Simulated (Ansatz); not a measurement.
## What uniaxial strain ε_zz = −4.13 % does to CsSnBr3

Start from CsSnBr3 in the cubic perovskite structure (space group Pm-3m, No. 221; a = 5.764 Å). Axes: x, y, z lie along the cube axes.

The change: uniaxial strain ε_zz = −4.13 %, all other strain components held at zero, atoms relaxed at fixed cell.

The values are results of PBEsol in Ansatz (plane waves to 420 eV, PAW, no SOC), earlier PAW set, not measurements. k-mesh 6×6×6 (Γ-centred); smearing 0.05 eV (Fermi–Dirac).

```csv
quantity,base,changed,shift
shortest interatomic distance,2.882 Å,2.763 Å,-0.119 Å
energy relative to the base (free energy F),0 meV/atom,+12 meV/atom,+12 meV/atom
"pressure (mean of the normal stresses, compression positive)",0.0 GPa,1.1 GPa,+1.1 GPa
band gap,0.22 eV,zero,–
"stress (xx, yy, zz, yz, xz, xy; compression positive) (rough)",–,"(0.3, 0.3, 2.7, 0.0, 0.0, 0.0) GPa",–
```

Cost of the whole job for the changed cell (relaxation, final SCF and bands): very roughly 40 core-seconds.

The mesh was chosen for an insulator and is coarse for the gapless case. Without a gap, meshes like the base's 6×6×6 leave anisotropic stresses uncertain by several tenths of a GPa, and small strain energies with them. Stability against distortions was not tested. The final runs are not spin-polarised. Many cubic perovskites are stable only at high temperature; tilts and polar distortions were not tested. A zero or small gap of CsSnBr3 can be the functional's error rather than a property of the material.

Ansatz is a program for electronic structure.
